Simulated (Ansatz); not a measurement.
The reference is SiC in the wurtzite structure (space group P6_3mc, No. 186).

```
CELL_PARAMETERS angstrom
      3.05640     0.00000     0.00000
     -1.52820     2.64692     0.00000
      0.00000     0.00000     5.01582
ATOMIC_POSITIONS crystal
  Si 0.33333 0.66667 0.99959
  Si 0.66667 0.33333 0.49959
  C  0.33333 0.66667 0.37541
  C  0.66667 0.33333 0.87541
```

Cartesian axes are those of the cell as printed.

Calculations: Kohn–Sham DFT with the LDA functional, run in Ansatz (an electronic-structure program) with PAW and 420 eV plane waves, no SOC.

It is then changed as follows: an isotropic linear strain of +1.80 %, atoms relaxed at fixed cell.

Q: Predict the stress tensor and what it implies for the stiffness.

A: Stress of the strained cell less that of the base (GPa, compression positive):
```
 -11.18    0.00    0.00
   0.00  -11.18    0.00
   0.00    0.00  -10.96
```

Then B = −ΔP/(ΔV/V₀) with ΔV/V₀ = 0.0550 gives secant stiffness values (nonlinear terms included at this strain): B (at held cell shape, above the free-shape value) ≈ 202 GPa.

As a check, the harmonic strain energy −½ V₀ Δσ:ε is 19 meV/atom; the computed energy rise is 20 meV/atom.

No phonon test of stability was made.
